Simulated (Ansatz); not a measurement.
Response to strain in GaAs

Base system: GaAs in the zinc blende structure (space group F-43m, No. 216; a = 5.659 Å). Axes: x, y, z lie along the cube axes.

Strains are applied to the cell and any free atomic positions relax; under biaxial strain the out-of-plane vector relaxes too.

The values are results of PBEsol (Ansatz, an electronic-structure program, PAW, without spin-orbit coupling), not measurements.

Notes on the quantities. energy relative to the base: free energy F.

| biaxial strain, plane normal [001], relaxed out of plane (%) | energy relative to the base (meV/atom) |
|---|---|
| 0 | 0.0 |
| 0.5 | ? |
| 1 | 1.6 |
| 1.5 | 3.5 |
| 2 | 6.1 |

Problem. Fit ΔE = Aε² + Bε³ (ε in %) to the rows shown and predict the withheld row.

Solution. Least squares on the printed values gives A = 1.66 and B = -0.068 meV/atom (largest residual 0.0 meV/atom); this predicts 0.4 meV/atom, and the run gives 0.4 meV/atom, in agreement.

Stability against distortions was not tested.
